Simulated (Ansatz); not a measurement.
We consider AlSiCN (P3m1, No. 156, 4 atoms in the cell; start mp-1227998), described by LDA (plane waves, PAW; Ansatz, a quantum-chemistry and plane-wave program).

Settings: plane-wave cutoff 520 eV, 12×12×8 k mesh (along the axes of the cell as run), Fermi–Dirac smearing 0.01 eV, scalar-relativistic PAW data made under PBE.

Cell (relaxed at this level):

```cif
data_CAlNSi
_chemical_formula_sum 'Al1 Si1 C1 N1'
_space_group_name_H-M_alt 'P 1'
_space_group_IT_number 1
_cell_length_a 3.07190
_cell_length_b 3.07190
_cell_length_c 4.99093
_cell_angle_alpha 90.000
_cell_angle_beta 90.000
_cell_angle_gamma 120.000
loop_
_space_group_symop_operation_xyz
  'x, y, z'
loop_
_atom_site_label
_atom_site_type_symbol
_atom_site_fract_x
_atom_site_fract_y
_atom_site_fract_z
_atom_site_occupancy
Al1 Al 0.33333 0.66667 0.50708 1
Si1 Si 0.66667 0.33333 0.99745 1
C1 C 0.33333 0.66667 0.10858 1
N1 N 0.66667 0.33333 0.63688 1
```

**Question.** What does this level give for the band gap and bulk modulus?

**Answer.** 
- band gap: 3.27 eV (on the SCF k mesh)
- bulk modulus: 218 GPa

Note: the relaxation could not lower the start's symmetry, so the cell can be a saddle point above a distorted one; the bulk modulus is −V dP/dV from two relaxed cells at ±2 % in volume.

Static lattice: no zero-point or thermal effects.

A start named mp-… is a Materials Project structure, which need not be a measured phase.
